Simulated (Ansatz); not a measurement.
C (model structure, Ibam, No. 72, 6 atoms in the cell), treated with PBEsol (PAW; Ansatz, a program for electronic structure).

Numerical settings: plane-wave cutoff 520 eV, 16×16×10 k mesh (along the axes of the cell as run), Fermi–Dirac smearing 0.01 eV, scalar-relativistic PAW data made under PBE.

Computed at the level's own relaxed cell.

```yaml
crystal:
  lattice:
    - [3.60769, -1.32281, -0.05624]
    - [3.60769, 1.32281, -0.05624]
    - [-2.93444, 0.00000, 3.60103]
  atoms:
    - { symbol: C, position: [0.34719, 0.99308, 0.67014] }
    - { symbol: C, position: [0.65281, 0.00692, 0.32986] }
    - { symbol: C, position: [0.00692, 0.65281, 0.82986] }
    - { symbol: C, position: [0.99308, 0.34719, 0.17014] }
    - { symbol: C, position: [0.00000, 0.00000, 0.25000] }
    - { symbol: C, position: [0.00000, 0.00000, 0.75000] }
```

### Question
List the 16 lowest band energies at Γ above −25 eV (eV, relative to the valence band maximum), grouping those that round alike.

### Answer
At Γ: -22.14, -14.51, -13.86, -11.85, -11.40, -8.45, -7.91, -4.83, -4.31, -4.00, -2.66, -1.27, 4.39, 4.54, 6.26, 7.31.

Note: the relaxation could raise the start's symmetry but not lower it, so the cell can be a saddle point.

A model structure was made by putting elements into a prototype or built by hand; it is no filed structure, need not be a known phase, and can be a saddle point held by its symmetry.
